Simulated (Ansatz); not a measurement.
SiS2 (I-42d), PBEsol, rigid bands in Ansatz (a program for electronic structure): N_v = 1.32e20 cm⁻³ at 300 K and a hole conductivity mass of 1.28 mₑ along z (a = (-2.75, 2.75, 4.30) Å; b = (2.75, -2.75, 4.30) Å; c = (2.75, 2.75, -4.30) Å).

### Question
For 1e16 holes per cm³ at 300 K, place the Fermi level, estimate the Seebeck coefficient of a parabolic band with constant τ, and give mobility and conductivity for τ = 5 fs.

### Answer
The level lies k_BT ln(N_v/p) = 0.245 eV above the valence-band maximum. S ≈ +(k_B/e)[ln(N_v/p) + 5/2] = 1033 μV/K, against 1033 μV/K from the full bands (mean over directions). μ = eτ/m = 6.87 cm²/(V·s) and σ = peμ = 0.0110 S/cm. τ is assumed, not computed.

Band transport and this doping are assumed; polarons and phonon drag are left out. Spin-orbit coupling is left out; where it splits the top of the valence band, N_v and the p-type Seebeck coefficient come out somewhat high without it.

Formula and space group known from diffraction (Crystallography Open Database), not checked to be the room-temperature form: SiS2 (I-42d).
